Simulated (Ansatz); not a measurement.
Levels about the gap of amorphous In24O37Ba (62 atoms in a cell of 891 Å³, 6.49 g/cm³; zone centre alone, so wide bands show as single levels with stretches between that a denser mesh fills), at the geometry that PBE relaxed, where it gives 0.4 GPa on a denser mesh. The participation number counts the atoms over which a state spreads; weights are charges in smoothed Voronoi cells. The levels come from a single point, so bond lengths are those of that geometry. Method of the levels: PBE, scalar-relativistic without spin-orbit coupling (Ansatz, a first-principles code). Sampling: the zone centre alone; Fermi-Dirac width 0.02 eV; no spin polarisation. At PBE the levels at the filled edge of the gap are localised (band-tail or defect states).

It comes from a melt-quench run on a machine-learned potential (CHGNet), relaxed afterwards by DFT. O atoms were pushed apart under 1.9 Å during the dynamics, to hinder bonds among them. The hot cell started wider than the set density and was brought back towards it in steps. It is the lowest in DFT energy of 2 quenches. It is a model cell: composition and starting density were chosen by hand, and all elements were melted together. No dispersion term was used. Its density started from a set value of 6.49 and ended at 6.49 g/cm³. Cooling (nominally 280 K/ps over its main leg) ran many orders faster than in experiment, which tends to leave more defects and strain. A cell of this size samples the disorder only roughly. The volume was held where the preparation left it and the shape relaxed, at a PBE pressure of 0.4 GPa. Stress components on the final sampling reach 0.5 GPa.

```
E - E(highest filled), eV  filling  participation number        largest on  weight O  weight In  weight Ba
-------------------------  -------  --------------------  ----------------  --------  ---------  ---------
-0.29                       filled                  23.3   O, 3 neighbours      0.93       0.07       0.01
-0.24                       filled                  21.3   O, 3 neighbours      0.94       0.05       0.00
-0.21                       filled                  14.9   O, 3 neighbours      0.94       0.06       0.01
-0.19                       filled                  12.6   O, 3 neighbours      0.94       0.05       0.00
-0.11                       filled                  14.5   O, 3 neighbours      0.95       0.05       0.00
-0.07                       filled                   8.6   O, 3 neighbours      0.94       0.05       0.00
0.00                        filled                   8.3   O, 3 neighbours      0.93       0.05       0.02
0.58                         empty                  55.0   O, 3 neighbours      0.58       0.41       0.01
3.33                         empty                  21.8  In, 5 neighbours      0.60       0.39       0.01
3.38                         empty                  32.2  In, 5 neighbours      0.61       0.38       0.00
3.56                         empty                  33.6  In, 5 neighbours      0.62       0.37       0.01
3.67                         empty                  45.8  In, 6 neighbours      0.62       0.37       0.01
3.81                         empty                  39.5  In, 5 neighbours      0.62       0.38       0.00
3.93                         empty                  40.4  In, 5 neighbours      0.62       0.38       0.01
```

Most localised among these is the filled level at +0.00 eV, on a O atom, which has 3 neighbours (In 2.10 Å, In 2.20 Å, Ba 2.67 Å).
